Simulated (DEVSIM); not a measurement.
Structure: Pd/Al2O3/p-InP capacitor, at 300 K.

```
layer (left to right)  material  thickness (nm)  Na (cm⁻³)
---------------------  --------  --------------  ---------
1                         Al2O3            11.0          -
2                           InP            7900     3.1e14
```

Metal gate on the left, work function 5.2 eV. Fixed charge at the semiconductor interface -8.3e10 cm⁻² (in units of +e); no interface traps.

This is a model device: material constants are rounded textbook-type values typed into the input, and sizes, dopings and lifetimes were drawn at random. Values at 300 K.

| parameter | Al2O3 | InP |
|---|---|---|
| gap (eV) | 6.8 | 1.344 |
| affinity (eV) | 1.35 | 4.38 |
| permittivity | 9 | 12.5 |
| Nc (cm⁻³) | - | 5.7e17 |
| Nv (cm⁻³) | - | 1.1e19 |

DEVSIM, 1D Poisson equation in equilibrium, Boltzmann statistics, complete ionisation; no quantum confinement or tunnelling. Metal contacts follow the ideal Schottky-Mott rule: no Fermi-level pinning, no interface dipoles.

Question: Tabulate band edges, carrier densities and field at 0.3 V on the gate.

Answer: Energies count from the Fermi level of the right contact; mesh points crowd at the junctions.

```tsv
x (μm)	Ec (eV)	Ev (eV)	n (cm⁻³)	p (cm⁻³)	field (V/cm)
0.000	3.550	-3.250	< 1e2	< 1e2	26000
0.001479	3.554	-3.246	< 1e2	< 1e2	26000
0.004433	3.562	-3.239	< 1e2	< 1e2	26000
0.008271	3.571	-3.228	< 1e2	< 1e2	26000
0.01082	3.578	-3.222	< 1e2	< 1e2	26000
0.01220	0.549	-0.795	3.4e8	490000	6700
0.01555	0.552	-0.792	3.1e8	540000	6700
0.02790	0.560	-0.784	2.2e8	740000	6600
0.05344	0.577	-0.767	1.2e8	1400000	6500
0.1151	0.616	-0.728	2.6e7	6400000	6200
0.2639	0.703	-0.641	870000	1.9e8	5600
0.8417	0.950	-0.394	< 1e2	2.6e12	3000
2.018	1.071	-0.273	< 1e2	2.9e14	82
4.688	1.073	-0.271	< 1e2	3.1e14	≈ 0
6.928	1.073	-0.271	< 1e2	3.1e14	≈ 0
7.504	1.073	-0.271	< 1e2	3.1e14	≈ 0
7.743	1.073	-0.271	< 1e2	3.1e14	≈ 0
7.842	1.073	-0.271	< 1e2	3.1e14	≈ 0
7.890	1.073	-0.271	< 1e2	3.1e14	≈ 0
7.903	1.073	-0.271	< 1e2	3.1e14	≈ 0
7.908	1.073	-0.271	< 1e2	3.1e14	≈ 0
7.911	1.073	-0.271	< 1e2	3.1e14	≈ 0
```
